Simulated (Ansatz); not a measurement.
Take Sn (space group I4_1/amd, No. 141; a = 5.887 Å, c = 3.186 Å; relaxed with 0.1 eV smearing) as the base. Axes: x, y, z lie along a, b, c of the conventional cell.

All numbers come from r2SCAN/PAW in Ansatz (a quantum-chemistry and plane-wave program), no spin-orbit coupling.

For the base:

| Quantity | Value |
|---|---|
| Pressure | 0.0 GPa |

It is then changed as follows: uniaxial strain ε_yy = −0.50 %, all other strain components held at zero; the atoms relax in the strained cell.

Question: Predict the new pressure.

Answer: The pressure (mean of the normal stresses, compression positive) goes from zero to 0.3 GPa.

Whether these cells are dynamically stable was not tested.
